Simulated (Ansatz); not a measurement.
Electron-phonon data for PtHg4 (Im-3m)

Here is the system:

```
Hg4Pt
1.0
   -3.11434     3.11434     3.11434
    3.11434    -3.11434     3.11434
    3.11434     3.11434    -3.11434
Hg Pt
4 1
Cartesian
  1.55717   1.55717  -1.55717
  1.55717  -1.55717   1.55717
  1.55717   1.55717   1.55717
 -1.55717   1.55717   1.55717
  0.00000   0.00000   0.00000
```

Level of theory: PBEsol, DFPT electron-phonon coupling, linearised Boltzmann equation (plane waves, PAW, scalar-relativistic; Ansatz, a quantum-chemistry and plane-wave program). Cell: relaxed with this functional, without spin-orbit coupling.

```yaml
resistivity at 300 K: 21 μΩ·cm
resistivity at 77 K: 4.9 μΩ·cm
```

A metal at this level (no band gap). Only scattering by harmonic phonons is included (no impurities, grain boundaries, electron-electron scattering or thermal expansion). Spin-orbit coupling is left out, which matters with elements this heavy. The run warned that the eigensolver left some states short of its tolerance. Halving the electron mesh (20x20x20) moves the resistivity by up to 8 % at 300 K. Smearing 0.20 eV; phonons on a 3x3x3 q mesh, which this run doesn't test and which matters most at low temperature.

Formula and space group known from diffraction (Crystallography Open Database), not checked to be the room-temperature form: PtHg4 (Im-3m).
